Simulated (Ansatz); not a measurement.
## ZnO: point defects

Start from a 24-atom supercell of ZnO in the wurtzite structure (space group P6_3mc, No. 186) at its relaxed geometry.

```yaml
crystal:
  lattice:
    - [4.84463, -2.79705, -5.21478]
    - [3.22975, 5.59410, 0.00000]
    - [1.61488, -2.79705, 5.21478]
  atoms:
    - { symbol: Zn, position: [0.11043, 0.27812, 0.11247] }
    - { symbol: Zn, position: [0.77710, 0.44478, 0.77914] }
    - { symbol: Zn, position: [0.44376, 0.61145, 0.44581] }
    - { symbol: Zn, position: [0.11043, 0.77812, 0.11247] }
    - { symbol: Zn, position: [0.77710, 0.94478, 0.77914] }
    - { symbol: Zn, position: [0.44376, 0.11145, 0.44581] }
    - { symbol: Zn, position: [0.72154, 0.30590, 0.22358] }
    - { symbol: Zn, position: [0.38821, 0.47256, 0.89025] }
    - { symbol: Zn, position: [0.05487, 0.63923, 0.55692] }
    - { symbol: Zn, position: [0.72154, 0.80590, 0.22358] }
    - { symbol: Zn, position: [0.38821, 0.97256, 0.89025] }
    - { symbol: Zn, position: [0.05487, 0.13923, 0.55692] }
    - { symbol: O, position: [0.90339, 0.38164, 0.52655] }
    - { symbol: O, position: [0.57006, 0.54830, 0.19322] }
    - { symbol: O, position: [0.23673, 0.71497, 0.85988] }
    - { symbol: O, position: [0.90339, 0.88164, 0.52655] }
    - { symbol: O, position: [0.57006, 0.04830, 0.19322] }
    - { symbol: O, position: [0.23673, 0.21497, 0.85988] }
    - { symbol: O, position: [0.84784, 0.24275, 0.97099] }
    - { symbol: O, position: [0.51450, 0.40942, 0.63766] }
    - { symbol: O, position: [0.18117, 0.57608, 0.30433] }
    - { symbol: O, position: [0.84784, 0.74275, 0.97099] }
    - { symbol: O, position: [0.51450, 0.90942, 0.63766] }
    - { symbol: O, position: [0.18117, 0.07608, 0.30433] }
```

One neutral defect a cell, atoms relaxed at fixed cell.

Method: Kohn–Sham DFT with the PBEsol functional, run in Ansatz (a quantum-chemistry and plane-wave program) with PAW and 420 eV plane waves, no spin-orbit coupling.

```csv
variant,gap of the supercell,total moment of the cell,largest displacement of a host atom from its site in the perfect cell
perfect supercell,0.70 eV,–,–
Si on a Zn site,zero,0.0 μB,0.32 Å
Zn interstitial (started 1.78 Å from the nearest host atom),0.62 eV,0.0 μB,0.82 Å
Sn on a Zn site,0.74 eV,0.0 μB,0.45 Å
O on a Zn site (antisite),…,…,…
```

Problem. Complete the table.

Solution. 
- O on a Zn site (antisite), gap of the supercell: 0.47 eV
- O on a Zn site (antisite), total moment of the cell: 2.0 μB
- O on a Zn site (antisite), largest displacement of a host atom from its site in the perfect cell: 0.35 Å

The magnetic state is the one reached from the starting moments; the real material's order can differ, and small cells can't hold many antiferromagnetic ones. The cell is small, so the values are those of an ordered compound at a high defect concentration; dilute-limit values will differ. The mesh was chosen for an insulator and is coarse for the gapless case. Seeded moments were not kept for Si on a Zn site, Zn interstitial (started 1.78 Å from the nearest host atom) and Sn on a Zn site.
